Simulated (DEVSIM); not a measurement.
Device: abrupt Si p-n junction, at 250 K.

Layer 1 from the left is Si, thickness (μm) 7.10, Na (cm⁻³) 2.4e17, τn (s) 3e-7, τp (s) 3e-7. Layer 2 from the left is Si, thickness (μm) 270, Nd (cm⁻³) 2.4e16, τn (s) 3e-7, τp (s) 3e-7.

Left contact: ohmic. Right contact: ohmic. Voltage is applied to the left contact. Recombination: SRH at mid-gap, radiative, Auger. Mobility is μmin + (μ − μmin)/(1 + (N/Nref)^α).

The device is made up for the run: typed textbook-type constants, with dimensions and the other settings drawn at random. Values at 300 K; Nc and Nv go as T^1.5, mobilities as T to minus their exponent, the gap by Varshni's rule with the affinity fixed.

Si: gap (eV) 1.124, affinity (eV) 4.05, permittivity 11.7, Nc (cm⁻³) 2.86e19, Nv (cm⁻³) 3.1e19, μn (cm²/Vs) 1417, μp (cm²/Vs) 470, μn,min 52, μp,min 45, Nref,n 9.7e16, Nref,p 2.2e17, αn 0.68, αp 0.72, T exponent of μn 2.3, T exponent of μp 2.2, B (cm³/s) 4.7e-15, Cn (cm⁶/s) 2.8e-31, Cp (cm⁶/s) 9.9e-32, Varshni α (eV/K) 0.000473, Varshni β (K) 636.

**Question.** Estimate by hand the built-in potential, the peak field at zero bias, the capacitance at -1.5 V, and compare with a numerical solution.

**Answer.** 
- Built-in potential: ni = √(Nc Nv) exp(−Eg/2kT) = 8.01e7 cm⁻³ with Eg = 1.136 eV; Vbi = kT/q ln(Na Nd/ni²) = 0.891 V; numerical 0.891 V.
- Peak field at zero bias: depletion approximation: W = √(2εVbi/(qN)) = 0.230 μm with N = 2.18e16 cm⁻³; field = 2Vbi/W = 77500 V/cm; numerical 75700 V/cm (estimate above by 2.3 %).
- Capacitance at -1.5 V: C = √(qεN / 2(Vbi + |V|)) = 27.5 nF/cm²; numerical 27.8 nF/cm² (estimate below by 0.90 %).

Simulated with DEVSIM: 1D drift-diffusion, Boltzmann statistics, complete ionisation; no tunnelling, impact ionisation, image-force lowering or self-heating.
